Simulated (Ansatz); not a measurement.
Worked example: self-consistent single point of HfGa3 (I4/mmm, 4 atoms in the cell) in Ansatz (a first-principles code).

Level of theory: LDA (PW92), PAW files made with PBE (plane waves; Ansatz).

```
CELL_PARAMETERS angstrom
     -1.90136     1.90136     4.43784
      1.90136    -1.90136     4.43784
      1.90136     1.90136    -4.43784
ATOMIC_POSITIONS crystal
  Hf 0.00000 0.00000 0.00000
  Ga 0.50000 0.50000 0.00000
  Ga 0.75000 0.25000 0.50000
  Ga 0.25000 0.75000 0.50000
```

Reference input (self-consistent single point, DFT, PBEsol, plane waves, PAW files made with PBE): kpoints.mp_grid.grid = 8 8 8; hamiltonian.xc = pbesol; hamiltonian.pseudopotentials = {kind: paw} (an earlier, softer set of the program's PAW files); scf.occupations.method = gaussian; scf.occupations.width = 0.0147 Ry. This run's input differs from it in these lines:

Ansatz 0.2 input:
```diff
@@ -14,3 +14,3 @@
 hamiltonian:
-  xc: pbesol
+  xc: lda
   pseudopotentials:
```

Output, abridged:

```
SCF iter   1: F=—  HF=-26601.768692 eV  |F-HF|=—  |Δ(HF+E_count)|=         —  Δρ=6.34e-2  dr2=5.69e0  ethr=3.10e-3  ⟨swp⟩=4.9  Hψ=7414  notcnv=0
all-band conjugate gradients solve this SCF's bands
preconditioner: auto → Kerker (q_TF=auto, 2.734 Å⁻¹)
SCF iter   2: F=—  HF=-26600.582358 eV  |F-HF|=—  |Δ(HF+E_count)|=    1.19e0  Δρ=2.99e-2  dr2=1.08e0  ethr=3.10e-3  ⟨swp⟩=2.4  Hψ=4794  notcnv=0  defer=94
   [... lines left out ...]
SCF iter   7: F=—  HF=-26600.263071 eV  |F-HF|=—  |Δ(HF+E_count)|=   4.67e-5  Δρ=3.39e-4  dr2=1.40e-4  ethr=1.23e-6  ⟨swp⟩=2.0  Hψ=4140  notcnv=0  defer=92
SCF iter   8: F=—  HF=-26600.263055 eV  |F-HF|=—  |Δ(HF+E_count)|=   1.63e-5  Δρ=1.06e-4  dr2=1.06e-5  ethr=2.15e-7  ⟨swp⟩=2.0  Hψ=4123  notcnv=0  defer=92
SCF iter   9: F=—  HF=-26600.263049 eV  |F-HF|=—  |Δ(HF+E_count)|=   5.53e-6  Δρ=2.63e-5  dr2=4.38e-7  ethr=1.63e-8  ⟨swp⟩=2.0  Hψ=2696  notcnv=0  defer=92
SCF iter  10: F=-26600.263049 eV  HF=-26600.263049 eV  |F-HF|=4.39e-8  |Δ(HF+E_count)|=   2.09e-7  Δρ=6.91e-6  dr2=2.32e-8  ethr=1.54e-10  ⟨swp⟩=10.8  Hψ=12058  notcnv=0
SCF 1 converged in 10 iterations: F = -26600.263049 eV  dr2 = 2.32e-8
Free energy (F): -26600.263049 eV
Internal energy: -26600.240379 eV  (E = F + TS)
E sigma→0 (E₀):  -26600.251714 eV
Entropy (-TS):   -0.022670 eV (-5.667 meV/atom)
Fermi energy:    14.894599 eV
--- Forces (eV/Å), atoms counted from 1 ---
  atom   1  Hf     0.00000000     0.00000000    -0.00000000
   [... zero for the other atoms too ...]
--- Stress (GPa, compression-positive) ---
        0.027462       0.000000      -0.000000
        0.000000       0.027462      -0.000000
        0.000000       0.000000      -0.552344
  P = ⅓ Tr σ = -0.1658 GPa (-1.658 kbar)
  The stress holds the Pulay correction. Without it, at fixed plane waves, as pw.x and ABINIT print it: P = -0.1981 GPa
```

The run converged in 10 iterations. Against the reference run the pressure goes from 3.72 to -0.17 GPa.

The starting cell comes from a database of computed structures (which also holds hypothetical and non-ambient phases and stackings), without a prior relaxation at this level. Its lattice was rescaled by a random factor within 2.5 % of one. Ansatz's pressure includes its estimate of the finite-basis (Pulay) stress.
